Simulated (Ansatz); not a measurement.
Results of BLYP in Ansatz (PAW) for L1₀ (CuAu-type) TiAl.

Input:

Ansatz 0.2 input:
```yaml
crystal:
  lattice:
    - [-2.841629, 0.0, 0.0]
    - [0.0, -2.841629, 0.0]
    - [0.0, 0.0, -4.06542]
  atoms:
    - { symbol: Ti, position: [0.0, 0.0, 0.0] }
    - { symbol: Al, position: [0.5, 0.5, 0.5] }
basis:
  ecutwfc: 520
  ecutrho_ratio: 4
  xc_grid: 2
kpoints:
  mp_grid: { grid: [20, 20, 14] }
hamiltonian:
  xc: blyp
  dispersion: none
  pseudopotentials: { kind: paw }
scf:
  occupations: { method: fermi_dirac, width: 0.05 }
  convergence: { dr2_threshold: 0.0000000002 }
output:
  forces: true
  stress: true
  eigenvalues: true
```

From the output:

```
Crystal: 2 atoms, lattice volume = 32.828 Å³
Basis set: ecut = 520 eV, 887 PW (Γ), exchange–correlation on 48×48×64 points (8 copies of the dense FFT grid, shifted against one another)
Bands: 12, of which v1, the nominal top of the filled ones, is band 8 counted from 1 (7 counted from 0)
Symmetry: 16 space group operations
Space group: P4/mmm (ITA 123), of the structure as read, at distance tolerance 3.2e-5 Å
k-points: 528 of 5600
Functional: x = b88, c = lyp
SCF iter   1: F=—  HF=-3047.221451 eV  |F-HF|=—  |Δ(HF+E_count)|=         —  Δρ=1.32e-2  dr2=7.85e-2
SCF iter   2: F=—  HF=-3047.212884 eV  |F-HF|=—  |Δ(HF+E_count)|=   8.57e-3  Δρ=8.17e-3  dr2=3.33e-2
  ...
SCF iter   7: F=—  HF=-3047.207410 eV  |F-HF|=—  |Δ(HF+E_count)|=   2.28e-8  Δρ=1.40e-6  dr2=4.12e-10
SCF iter   8: F=-3047.207410 eV  HF=-3047.207410 eV  |F-HF|=2.27e-12  |Δ(HF+E_count)|=  9.21e-10  Δρ=1.22e-7  dr2=3.57e-12
SCF 1 converged in 8 iterations: F = -3047.207410 eV  dr2 = 3.57e-12
SCF converged after 8 iterations
Free energy (F): -3047.207410 eV
Internal energy: -3047.192914 eV  (E = F + TS)
E sigma→0 (E₀):  -3047.200162 eV
Fermi energy:    11.272735 eV
--- Forces (eV/Å), atoms counted from 1 ---
  atom   1  Ti     0.00000000     0.00000000     0.00000000
  atom   2  Al    -0.00000000    -0.00000000     0.00000000
--- Stress (GPa, compression-positive) ---
        1.364605       0.000000       0.000000
        0.000000       1.364605       0.000000
        0.000000       0.000000       2.472364
  P = ⅓ Tr σ = 1.7339 GPa (17.339 kbar)
```

The PAW data were made under PBE.

Note: cell and atoms aren't relaxed at this level (pressure 1.7 GPa).

Ansatz is a program for electronic structure.
